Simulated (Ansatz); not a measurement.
**Mg2Ge under a change: Ge → As**

Base system: Mg2Ge in the anti-fluorite structure (space group Fm-3m, No. 225; a = 6.421 Å).

One thing is altered: full substitution Ge → As, then cell and atoms are relaxed.

Calculations: PBE (Ansatz, an electronic-structure program; PAW; 420 eV plane waves; no spin-orbit coupling). Settings: 12×12×12 k-points, 0.05 eV Fermi–Dirac smearing, for the changed cell.

The volume per atom grows by 0.91 Å³, from 22.06 Å³ to 22.97 Å³ and the density drops by 0.065 g/cm³ (3.04 g/cm³ → 2.98 g/cm³). The lattice parameter a increases by 0.087 Å, from 6.421 Å to 6.508 Å and the space group stays Fm-3m (No. 225). The shortest interatomic distance goes up by 0.038 Å, from 2.780 Å to 2.818 Å and the band gap becomes zero (base: 0.17 eV).

Final structure:

```
Mg2As
1.0
    0.00000     3.25416     3.25416
    3.25416     0.00000     3.25416
    3.25416     3.25416     0.00000
As Mg
1 2
Direct
  0.00000   0.00000   0.00000
  0.25000   0.25000   0.25000
  0.75000   0.75000   0.75000
```

Cost of the whole job for the changed cell (relaxation, final SCF and bands): very roughly 27 core-seconds.

Stability against distortions was not tested. As relaxed here, Mg2As is a hypothetical phase, not in the database extracts checked. All final runs are without spin polarisation. An odd electron count without spin: Mg2As. A zero or small gap of Mg2Ge can be the functional's error rather than a property of the material.
